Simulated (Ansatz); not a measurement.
**What isotropic strain +3.00 % does to HgS**

The parent structure is HgS in the zinc blende structure (space group F-43m, No. 216; a = 5.812 Å).

Perturbation: an isotropic linear strain of +3.00 %; the atoms relax in the strained cell.

Level of theory: Ansatz (a quantum-chemistry and plane-wave program) LDA, spin-orbit coupling left out. k-mesh 10×10×10 (Γ-centred); smearing 0.05 eV (Fermi–Dirac).

| quantity | base | changed | shift |
|---|---|---|---|
| volume per atom | 24.54 Å³ | 26.82 Å³ | +2.28 Å³ |
| space group | F-43m (No. 216) | F-43m (No. 216) | – |
| shortest interatomic distance | 2.517 Å | 2.592 Å | +0.075 Å |
| energy relative to the base (free energy F) | 0 meV/atom | +37 meV/atom | +37 meV/atom |
| pressure | 0.0 GPa | -4.8 GPa | -4.8 GPa |
| band gap | zero | zero | – |

A case with no gap was solved on a k-mesh chosen for an insulator, which is coarse for it. Spin-orbit coupling, missing from the scalar runs, can matter with Hg. No phonon test of stability was made. All final runs are without spin polarisation. A zero or small gap of HgS can be the functional's error rather than a property of the material.
